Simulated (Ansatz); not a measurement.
Consider the energy of the reaction as written. Reaction: 3/8 cell B + 5/8 cell C → cell A. Negative: the products are lower in energy.

Cell A: a slab of TiC (rock salt, Fm-3m) cut along (100), 41 atoms, square cell of 6.13 Å (37.5 Å²), symmetry Pm within 0.02 Å, 10.3 Å thick under 16 Å of vacuum, in-plane vectors held at the crystal's; planes from bottom to top: Ti4C4 × 5 | S, its two faces unlike (dipole correction applied); added, foreign or displaced atoms, above the top plane: S bound to 1 C at 1.76 Å; spin state with PBE: run without spin, k-point mesh 4×4×1.
```xyz
41
Lattice="6.1270 0.0000 0.0000 0.0000 6.1270 0.0000 0.0000 0.0000 26.5754" Properties=species:S:1:pos:R:3 pbc="T T T"
Ti     0.0239    -0.0002     8.0894
Ti     0.0239     3.0637     8.0894
C      1.5559     1.5317     7.9669
C      1.5559     4.5952     7.9857
Ti     3.0878    -0.0002     8.0893
Ti     3.0878     3.0637     8.0893
C      4.6193     1.5317     7.9857
C      4.6194     4.5952     7.9686
C      0.0237    -0.0004    10.1706
Ti     1.5558     1.5317    10.1981
C      0.0237     3.0639    10.1706
Ti     1.5557     4.5952    10.1914
C      3.0879    -0.0003    10.1706
Ti     4.6193     1.5317    10.1914
C      3.0879     3.0638    10.1706
Ti     4.6193     4.5952    10.1969
Ti     0.0269     0.0029    12.3449
Ti     0.0269     3.0606    12.3449
C      1.5558     1.5317    12.3246
C      1.5559     4.5952    12.3426
Ti     3.0846     0.0029    12.3449
Ti     3.0846     3.0606    12.3449
C      4.6195     1.5317    12.3426
C      4.6193     4.5952    12.3352
C      0.0204    -0.0036    14.5192
Ti     1.5572     1.5317    14.5132
C      0.0204     3.0671    14.5192
Ti     1.5560     4.5952    14.4820
C      3.0910    -0.0034    14.5191
Ti     4.6189     1.5317    14.4821
C      3.0910     3.0669    14.5191
Ti     4.6186     4.5952    14.4782
Ti     0.0063    -0.0175    16.6102
Ti     0.0063     3.0810    16.6102
C      1.5531     1.5317    16.5575
C      1.5563     4.5952    16.6906
Ti     3.1037    -0.0164    16.6149
Ti     3.1037     3.0799    16.6149
C      4.6230     1.5317    16.6907
C      4.6188     4.5952    16.6883
S      1.5922     1.5317    18.3136
```

Cell B: a slab of TiC (rock salt, Fm-3m) cut along (100), 91 atoms, square cell of 9.19 Å (84.5 Å²), symmetry Pm within 0.02 Å, 10.3 Å thick under 16 Å of vacuum, in-plane vectors held at the crystal's; planes from bottom to top: Ti9C9 × 5 | S, its two faces unlike (dipole correction applied); added, foreign or displaced atoms, above the top plane: S bound to 1 C at 1.75 Å; spin state with PBE: run without spin, k-point mesh 3×3×1.
```yaml
crystal:
  lattice:
    - [9.19046, 0.00000, 0.00000]
    - [0.00000, 9.19046, 0.00000]
    - [0.00000, 0.00000, 26.57536]
  atoms:
    - { symbol: Ti, position: [0.00121, 0.00003, 0.30415] }
    - { symbol: Ti, position: [0.00121, 0.33330, 0.30415] }
    - { symbol: C, position: [0.16785, 0.16667, 0.29986] }
    - { symbol: Ti, position: [0.00126, 0.66667, 0.30408] }
    - { symbol: C, position: [0.16786, 0.50003, 0.29978] }
    - { symbol: C, position: [0.16786, 0.83330, 0.29978] }
    - { symbol: Ti, position: [0.33452, 0.99999, 0.30414] }
    - { symbol: Ti, position: [0.33452, 0.33334, 0.30414] }
    - { symbol: C, position: [0.50123, 0.16667, 0.29979] }
    - { symbol: Ti, position: [0.33444, 0.66667, 0.30409] }
    - { symbol: C, position: [0.50121, 0.50000, 0.29983] }
    - { symbol: C, position: [0.50121, 0.83334, 0.29983] }
    - { symbol: Ti, position: [0.66786, 0.00008, 0.30408] }
    - { symbol: Ti, position: [0.66786, 0.33326, 0.30408] }
    - { symbol: C, position: [0.83450, 0.16667, 0.29977] }
    - { symbol: Ti, position: [0.66785, 0.66667, 0.30393] }
    - { symbol: C, position: [0.83451, 0.50003, 0.29984] }
    - { symbol: C, position: [0.83451, 0.83330, 0.29984] }
    - { symbol: C, position: [0.00114, 0.99995, 0.38261] }
    - { symbol: Ti, position: [0.16790, 0.16667, 0.38364] }
    - { symbol: C, position: [0.00114, 0.33338, 0.38261] }
    - { symbol: Ti, position: [0.16785, 0.50008, 0.38337] }
    - { symbol: C, position: [0.00128, 0.66667, 0.38245] }
    - { symbol: Ti, position: [0.16785, 0.83326, 0.38337] }
    - { symbol: C, position: [0.33457, 0.99995, 0.38260] }
    - { symbol: Ti, position: [0.50129, 0.16667, 0.38336] }
    - { symbol: C, position: [0.33457, 0.33338, 0.38260] }
    - { symbol: Ti, position: [0.50100, 0.49982, 0.38328] }
    - { symbol: C, position: [0.33443, 0.66667, 0.38245] }
    - { symbol: Ti, position: [0.50100, 0.83352, 0.38328] }
    - { symbol: C, position: [0.66786, 0.00009, 0.38245] }
    - { symbol: Ti, position: [0.83446, 0.16667, 0.38337] }
    - { symbol: C, position: [0.66786, 0.33324, 0.38245] }
    - { symbol: Ti, position: [0.83472, 0.49980, 0.38329] }
    - { symbol: C, position: [0.66786, 0.66667, 0.38250] }
    - { symbol: Ti, position: [0.83472, 0.83353, 0.38329] }
    - { symbol: Ti, position: [0.00159, 0.00039, 0.46454] }
    - { symbol: Ti, position: [0.00159, 0.33294, 0.46454] }
    - { symbol: C, position: [0.16789, 0.16667, 0.46367] }
    - { symbol: Ti, position: [0.00122, 0.66667, 0.46417] }
    - { symbol: C, position: [0.16787, 0.49994, 0.46421] }
    - { symbol: C, position: [0.16787, 0.83339, 0.46421] }
    - { symbol: Ti, position: [0.33416, 0.00037, 0.46454] }
    - { symbol: Ti, position: [0.33416, 0.33296, 0.46454] }
    - { symbol: C, position: [0.50115, 0.16667, 0.46420] }
    - { symbol: Ti, position: [0.33449, 0.66667, 0.46415] }
    - { symbol: C, position: [0.50129, 0.50010, 0.46406] }
    - { symbol: C, position: [0.50129, 0.83324, 0.46406] }
    - { symbol: Ti, position: [0.66785, 0.00003, 0.46416] }
    - { symbol: Ti, position: [0.66785, 0.33330, 0.46416] }
    - { symbol: C, position: [0.83460, 0.16667, 0.46422] }
    - { symbol: Ti, position: [0.66784, 0.66667, 0.46396] }
    - { symbol: C, position: [0.83442, 0.50010, 0.46407] }
    - { symbol: C, position: [0.83442, 0.83323, 0.46407] }
    - { symbol: C, position: [0.00076, 0.99957, 0.54629] }
    - { symbol: Ti, position: [0.16796, 0.16667, 0.54657] }
    - { symbol: C, position: [0.00076, 0.33376, 0.54629] }
    - { symbol: Ti, position: [0.16786, 0.50022, 0.54494] }
    - { symbol: C, position: [0.00111, 0.66667, 0.54572] }
    - { symbol: Ti, position: [0.16786, 0.83311, 0.54494] }
    - { symbol: C, position: [0.33497, 0.99956, 0.54628] }
    - { symbol: Ti, position: [0.50141, 0.16667, 0.54495] }
    - { symbol: C, position: [0.33497, 0.33377, 0.54628] }
    - { symbol: Ti, position: [0.50115, 0.49998, 0.54484] }
    - { symbol: C, position: [0.33461, 0.66667, 0.54571] }
    - { symbol: Ti, position: [0.50115, 0.83335, 0.54484] }
    - { symbol: C, position: [0.66788, 0.99992, 0.54572] }
    - { symbol: Ti, position: [0.83430, 0.16667, 0.54493] }
    - { symbol: C, position: [0.66788, 0.33342, 0.54572] }
    - { symbol: Ti, position: [0.83450, 0.50000, 0.54484] }
    - { symbol: C, position: [0.66783, 0.66667, 0.54591] }
    - { symbol: Ti, position: [0.83450, 0.83333, 0.54484] }
    - { symbol: Ti, position: [0.99850, 0.99729, 0.62539] }
    - { symbol: Ti, position: [0.99850, 0.33604, 0.62539] }
    - { symbol: C, position: [0.16769, 0.16667, 0.62318] }
    - { symbol: Ti, position: [0.00164, 0.66667, 0.62391] }
    - { symbol: C, position: [0.16786, 0.50254, 0.62831] }
    - { symbol: C, position: [0.16786, 0.83079, 0.62831] }
    - { symbol: Ti, position: [0.33716, 0.99739, 0.62547] }
    - { symbol: Ti, position: [0.33716, 0.33595, 0.62547] }
    - { symbol: C, position: [0.50390, 0.16667, 0.62828] }
    - { symbol: Ti, position: [0.33393, 0.66667, 0.62394] }
    - { symbol: C, position: [0.50112, 0.49994, 0.62833] }
    - { symbol: C, position: [0.50112, 0.83340, 0.62833] }
    - { symbol: Ti, position: [0.66788, 0.00053, 0.62393] }
    - { symbol: Ti, position: [0.66788, 0.33281, 0.62393] }
    - { symbol: C, position: [0.83214, 0.16667, 0.62834] }
    - { symbol: Ti, position: [0.66774, 0.66667, 0.62445] }
    - { symbol: C, position: [0.83459, 0.49992, 0.62829] }
    - { symbol: C, position: [0.83459, 0.83341, 0.62829] }
    - { symbol: S, position: [0.17057, 0.16667, 0.68907] }
```

Cell C: a slab of TiC (rock salt, Fm-3m) cut along (100), 11 atoms, square cell of 3.06 Å (9.4 Å²), symmetry Pm within 0.02 Å, 10.3 Å thick under 16 Å of vacuum, in-plane vectors held at the crystal's; planes from bottom to top: TiC × 5 | S, its two faces unlike (dipole correction applied); added, foreign or displaced atoms, above the top plane: S bound to 1 C at 1.76 Å; spin state with PBE: run without spin, k-point mesh 10×10×1.
```
CELL_PARAMETERS angstrom
      3.06349     0.00000     0.00000
      0.00000     3.06349     0.00000
      0.00000     0.00000    26.57536
ATOMIC_POSITIONS crystal
  Ti 0.01451 0.00000 0.30517
  C  0.51603 0.50000 0.30091
  C  0.01523 0.00000 0.38337
  Ti 0.51523 0.50000 0.38445
  Ti 0.01321 0.00000 0.46523
  C  0.51678 0.50000 0.46486
  C  0.01443 0.00000 0.54692
  Ti 0.51992 0.50000 0.54629
  Ti 0.01264 0.00000 0.62698
  C  0.50907 0.50000 0.62615
  S  0.68630 0.50000 0.68917
```

Computed with Ansatz (plane waves, PAW), its PAW set soft_1, cutoff 420 eV, 500 eV for r2SCAN. The structures are at rest with PBE, within the held lattices; other levels are single points on them. Neutral cells; Fermi-Dirac smearing of at most 0.05 eV in the solids, energies taken to zero width. The lattices are those relaxed with PBE, so at other levels the solids can be strained, which adds to the spread. Larger cells are relaxed from a start prepared with the learned potential CHGNet, on a coarser mesh till forces fall under 0.03 eV/Å, which some starts already meet. A dispersion term (D3(BJ), or D4 for r2SCAN) was computed beside these levels and is taken off wherever the name lacks it. Space groups of crystals are read within 0.01 Å. Static lattices, no vibrational contributions. Cells are local rest points, mostly with their start's symmetry. Values are for these cell sizes. The cells' k-point meshes differ in density, so the last digit is unsettled. Cell A has symmetry Pm within 0.02 Å and got no random move, so less symmetric positions, which may lie lower, weren't tried. Cell B has symmetry Pm within 0.02 Å and got no random move, so less symmetric positions, which may lie lower, weren't tried. Cell C has symmetry Pm within 0.02 Å and got no random move, so less symmetric positions, which may lie lower, weren't tried.

Question: Predict the value from PBE.

Answer: -0.28 eV, for 3/8 cell B + 5/8 cell C → cell A.

Question: What do the other levels give, and how wide is the spread?

Answer: 
```tsv
Method	value (eV)	less PBE
r2SCAN	-0.33	-0.05
```

The levels shown span only 0.05 eV, too little to tell them apart.

Ansatz is a quantum-chemistry and plane-wave program.
